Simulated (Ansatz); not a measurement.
Consider BaTiO₃ in the cubic perovskite structure (space group Pm-3m, No. 221; a = 3.994 Å). Axes: x, y, z lie along the cube axes.

Computed with Ansatz (a quantum-chemistry and plane-wave program), r2SCAN, PAW, cutoff 500 eV, spin-orbit coupling left out, earlier PAW set.

Strains are applied to the cell and any free atomic positions relax; under biaxial strain the out-of-plane vector relaxes too.

One change was made to it. Results:

The pressure goes from zero to -21.24 GPa; the band gap shrinks by 0.44 eV to 1.74 eV; the energy increases by 188 meV/atom; the gap character remains indirect, R → Γ.

**Question.** Name the change that was made.
A. biaxial strain −4.07 %, plane normal [110], relaxed out of plane
B. isotropic strain +5.95 %
C. biaxial strain +2.48 %, plane normal [111], relaxed out of plane

**Answer.** B, isotropic strain +5.95 %. For comparison, the band gap in the other runs: biaxial strain −4.07 %, plane normal [110], relaxed out of plane gives 2.00 eV; biaxial strain +2.48 %, plane normal [111], relaxed out of plane gives 1.95 eV.

No phonon test of stability was made. All final runs are without spin polarisation. Many cubic perovskites are stable only at high temperature; tilts and polar distortions were not tested. This is not the structure that BaTiO3 has at room temperature and ambient pressure. k-point labels follow each cell's own Brillouin zone.
